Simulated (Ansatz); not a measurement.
A computed series for MgSe: pressure series

Consider MgSe in the rock salt structure (space group Fm-3m, No. 225; a = 5.450 Å).

Cell and atoms are relaxed at each pressure.

Computed with PBEsol/PAW in Ansatz (a quantum-chemistry and plane-wave program), spin-orbit coupling left out.

Candidates:
(a) pressure 30 GPa
(b) pressure 0.9 GPa
(c) pressure −1 GPa

Base values:

```
Property   Result
--------  -------
Band gap  1.78 eV
```

Question: Order them by band gap, highest first.

Answer: (a) pressure 30 GPa (2.18 eV), (b) pressure 0.9 GPa (1.80 eV), (c) pressure −1 GPa (1.75 eV)

Load acts through the strain it causes; cell and atoms are relaxed under it. Whether these cells are dynamically stable was not tested. No other phases were tried under pressure.
